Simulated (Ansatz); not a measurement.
The reference is Re in the hcp (Mg type) structure (space group P6_3/mmc, No. 194; a = 2.7508 Å, c = 4.4414 Å).

Levels (all Ansatz, a program for electronic structure, PAW): PBEsol (420 eV, no spin-orbit coupling); r2SCAN (500 eV, without spin-orbit coupling).

The geometry is relaxed with PBEsol.

```
Item              Result
---------------  -------
PBEsol pressure  0.0 GPa
```

Question: Predict the pressure from r2SCAN.

Answer: The pressure goes from zero to 3.9 GPa.

Single points use the geometry relaxed with PBEsol. Their cutoffs differ, which shifts pressures a little. No phonon test of stability was made. The final runs are not spin-polarised.
